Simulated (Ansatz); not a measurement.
Take Ge in the diamond structure (space group Fd-3m, No. 227; a = 5.676 Å) as the base. Axes: x, y, z lie along the cube axes.

The values are results of Ansatz (a quantum-chemistry and plane-wave program), PBEsol, PAW, cutoff 420 eV, no spin-orbit coupling, not measurements.

Now apply this change: an isotropic linear strain of +3.00 %; the atoms relax in the strained cell.

Problem. Predict the stress tensor and what it implies for the stiffness.

Solution. Stress of the strained cell less that of the base (GPa, compression positive):
```
   -4.8     0.0     0.0
    0.0    -4.8     0.0
    0.0     0.0    -4.8
```

Then B = −ΔP/(ΔV/V₀) with ΔV/V₀ = 0.0927 gives secant stiffness values (nonlinear terms included at this strain): B ≈ 52 GPa.

As a check, the harmonic strain energy −½ V₀ Δσ:ε is 31 meV/atom; the computed energy rise is 35 meV/atom.

No phonon test of stability was made.
